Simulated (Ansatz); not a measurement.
MoPd (model structure, started from the CuAu type, P4/mmm, No. 123, 2 atoms in the cell)

Calculation: r²SCAN in Ansatz (plane waves, PAW).

Run with plane-wave cutoff 560 eV, 20×20×16 k mesh (along the axes of the cell as run), Fermi–Dirac smearing 0.05 eV, no spin polarisation, scalar-relativistic PAW data made under PBE.

Cell (relaxed at this level):

MoPd is modelled in the tetragonal space group P4/mmm (No. 123), Pearson symbol tP2. Lattice parameters: a = 2.697 Å, b = 2.697 Å, c = 4.121 Å, α = 90.00°, β = 90.00°, γ = 90.00°. Mo on 1d is coordinated by 4 Mo at 2.697 Å and 8 Pd at 2.808 Å (cuboctahedral). Pd on 1a sees 4 Pd at 2.697 Å and 8 Mo at 2.808 Å (cuboctahedral). (Neighbours: up to the widest gap in distance over summed covalent radii, below 1.35, at either atom.)

```
Item            Value
------------  -------
bulk modulus  247 GPa
```

Note: the run has no spin polarisation, so it can have missed a magnetic state; the bulk modulus is −V dP/dV from two relaxed cells at ±2 % in volume; the relaxation could raise the start's symmetry but not lower it, so the cell can be a saddle point.

Static lattice: no zero-point or thermal effects.

The result took roughly 7 core-minutes.

A model structure was made by putting elements into a prototype or built by hand; it is no filed structure, need not be a known phase, and can be a saddle point held by its symmetry.

Ansatz is a quantum-chemistry and plane-wave program.
